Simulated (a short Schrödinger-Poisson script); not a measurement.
Stack: MOS inversion layer, Al2O3 on p-type Si(100), at 400 K.

From the gate side: 5.4 nm Al2O3; 480 nm Si, acceptors 7.9e17 cm⁻³.

Constants are typed, rounded textbook-type inputs, not results; the design itself was drawn at random and stands for no fabricated device. Al2O3: permittivity 9, conduction-band edge (eV) 2.7, gap (eV) 6.8, electron mass (mₑ) 0.3. Si: permittivity 11.7, conduction-band edge (eV) 0, gap (eV) 1.124, Nv at 300 K (cm⁻³) 3.1e19.

Channel valleys (confinement mass, in-plane density-of-states mass, number): Δ2 0.916, 0.19, 2; Δ4 0.19, 0.417, 4. At the gate the conduction-band edge of layer 1 lies 3.1 eV − eVg above the Fermi level of the channel; the field vanishes at the back. Gaps are held at their typed values at every temperature. Mesh 0.03 nm at interfaces.

From a short Schrödinger-Poisson script (our own, NumPy): 1D Poisson equation in equilibrium, electrons quantum, Hartree (BenDaniel-Duke, 12 states a valley, the channel's in-plane mass for all, wave functions ending at the dielectric), parabolic valleys, classical holes, full ionisation, no traps, pinning or gate leakage.

```
Vg (V)  electrons (cm⁻²)  C (μF/cm²)  Δ2 E0 (meV from the Fermi level)  Δ4 E0 (meV from the Fermi level)
------  ----------------  ----------  --------------------------------  --------------------------------
0.5               1.81e9       0.252                             297.6                             362.5
0.6              1.70e10       0.284                             219.1                             286.6
0.7              1.24e11       0.500                             149.1                             219.3
0.8              4.63e11       0.811                             102.0                             175.4
0.9              9.91e11       0.984                              73.7                             150.6
1                1.61e12        1.07                              54.6                             135.1
1.1              2.28e12        1.12                              40.4                             124.3
1.2              2.99e12        1.16                              28.8                             116.1
1.3              3.71e12        1.18                              19.1                             109.6
1.4              4.45e12        1.20                              10.5                             104.3
1.5              5.19e12        1.21                               2.8                              99.7
1.6              5.95e12        1.22                              -4.3                              95.7
1.7              6.71e12        1.23                             -10.8                              92.2
1.8              7.48e12        1.24                             -16.9                              89.0
1.9              8.26e12        1.25                             -22.7                              86.0
2                9.03e12        1.25                             -28.2                              83.3
```

Gate voltages with under 1e9 electrons/cm² are left out.

### Question
At Vg = 2 V the lowest Δ2 subband lies at -28.2 meV from the Fermi level. How many electrons does it hold, and what share of all?

### Answer
The two-dimensional density of states is g m/(πħ²) = 1.59e11 cm⁻² meV⁻¹ (both spins), kT = 34.5 meV, so n = D kT ln(1 + exp(−E/kT)) = 6.48e12 cm⁻², 0.72 of the 9.03e12 cm⁻² in all.

### Question
Compare the slope of the sheet density between 1.8 and 2 V with the geometric capacitance of the layers between gate and channel.

### Answer
q Δn/ΔV = 1.24 μF/cm²; ε0/Σ(t/ε) = 1.48 μF/cm². The ratio is 0.84: the channel acts as a further capacitance in series.
